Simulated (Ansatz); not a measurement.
```yaml
crystal:
  lattice:
    - [16.50000, 0.00000, 0.00000]
    - [0.00000, 16.00000, 0.00000]
    - [0.00000, 0.00000, 5.40545]
  atoms:
    - { symbol: Na, position: [0.65938, 0.50000, 0.00000] }
    - { symbol: Cl, position: [0.58596, 0.65354, 0.00000] }
    - { symbol: Na, position: [0.42031, 0.64233, 0.00000] }
    - { symbol: Cl, position: [0.32808, 0.50000, 0.00000] }
    - { symbol: Na, position: [0.42031, 0.35767, 0.00000] }
    - { symbol: Cl, position: [0.58596, 0.34646, 0.00000] }
    - { symbol: Cl, position: [0.67192, 0.50000, 0.50000] }
    - { symbol: Na, position: [0.57969, 0.64233, 0.50000] }
    - { symbol: Cl, position: [0.41404, 0.65354, 0.50000] }
    - { symbol: Na, position: [0.34062, 0.50000, 0.50000] }
    - { symbol: Cl, position: [0.41404, 0.34646, 0.50000] }
    - { symbol: Na, position: [0.57969, 0.35767, 0.50000] }
```

Level of theory: PBE (plane waves to 420 eV, PAW; Ansatz, a quantum-chemistry and plane-wave program). Mesh 1×1×6. No spin polarisation. It repeats along c; a and b span vacuum. A hypothetical model. It keeps the symmetry and period of its start, so it need not be a minimum against all distortions.

### Question
Tabulate the two highest filled and two lowest empty levels along the axis, from the valence top.

### Answer
```json
[
 {"k (2π/c)": "0.000", "v2 (eV)": "-0.14", "v1 (eV)": "0.00", "c1 (eV)": "5.06", "c2 (eV)": "–"},
 {"k (2π/c)": "0.042", "v2 (eV)": "-0.14", "v1 (eV)": "0.00", "c1 (eV)": "5.08", "c2 (eV)": "–"},
 {"k (2π/c)": "0.083", "v2 (eV)": "-0.16", "v1 (eV)": "-0.02", "c1 (eV)": "5.12", "c2 (eV)": "–"},
 {"k (2π/c)": "0.125", "v2 (eV)": "-0.15", "v1 (eV)": "-0.04", "c1 (eV)": "5.20", "c2 (eV)": "–"},
 {"k (2π/c)": "0.167", "v2 (eV)": "-0.12", "v1 (eV)": "-0.07", "c1 (eV)": "5.30", "c2 (eV)": "–"},
 {"k (2π/c)": "0.208", "v2 (eV)": "-0.09", "v1 (eV)": "-0.09", "c1 (eV)": "5.42", "c2 (eV)": "–"},
 {"k (2π/c)": "0.250", "v2 (eV)": "-0.07", "v1 (eV)": "-0.07", "c1 (eV)": "5.57", "c2 (eV)": "–"},
 {"k (2π/c)": "0.292", "v2 (eV)": "-0.06", "v1 (eV)": "-0.06", "c1 (eV)": "5.73", "c2 (eV)": "–"},
 {"k (2π/c)": "0.333", "v2 (eV)": "-0.06", "v1 (eV)": "-0.06", "c1 (eV)": "–", "c2 (eV)": "–"},
 {"k (2π/c)": "0.375", "v2 (eV)": "-0.06", "v1 (eV)": "-0.06", "c1 (eV)": "–", "c2 (eV)": "–"},
 {"k (2π/c)": "0.417", "v2 (eV)": "-0.07", "v1 (eV)": "-0.07", "c1 (eV)": "–", "c2 (eV)": "–"},
 {"k (2π/c)": "0.458", "v2 (eV)": "-0.08", "v1 (eV)": "-0.08", "c1 (eV)": "–", "c2 (eV)": "–"},
 {"k (2π/c)": "0.500", "v2 (eV)": "-0.10", "v1 (eV)": "-0.10", "c1 (eV)": "–", "c2 (eV)": "–"}
]
```
A dash stands for levels within 1 eV of the vacuum level or above it.
